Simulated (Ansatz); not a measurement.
## Sr(OH)2 (Pnma, No. 62; cell taken from a computed entry)

Calculation: LDA (Ansatz, a program for electronic structure, plane waves, PAW).

Run with plane-wave cutoff 500 eV, 4×10×8 k mesh (along the axes of the cell as run), gaussian smearing 0.02 eV, scalar-relativistic PAW data made under PBE.

Cell (relaxed at this level):

```xyz
20
Lattice="9.5937 0.0000 0.0000 0.0000 3.8050 0.0000 0.0000 0.0000 5.8216" Properties=species:S:1:pos:R:3 pbc="T T T"
Sr     3.2749     2.8538     3.5288
Sr     6.3188     0.9513     2.2928
Sr     1.5220     0.9513     0.6180
Sr     8.0717     2.8538     5.2036
H      0.1751     2.8538     2.1494
H      9.4186     0.9513     3.6722
H      4.6217     0.9513     5.0602
H      4.9720     2.8538     0.7614
H      3.8911     0.9513     1.0153
H      5.7026     2.8538     4.8063
H      0.9057     2.8538     3.9261
H      8.6880     0.9513     1.8955
O      5.9467     2.8538     0.6798
O      3.6470     0.9513     5.1418
O      8.4438     0.9513     3.5906
O      1.1499     2.8538     2.2310
O      3.7711     0.9513     2.0089
O      5.8226     2.8538     3.8127
O      1.0258     2.8538     4.9197
O      8.5679     0.9513     0.9019
```

For Sr(OH)2 (Pnma, No. 62; cell taken from a computed entry), the band gap comes out as 4.23 eV (on the SCF k mesh).

Note: the relaxation could not lower the start's symmetry, so the cell can be a saddle point above a distorted one.

Spin–orbit coupling is not included.
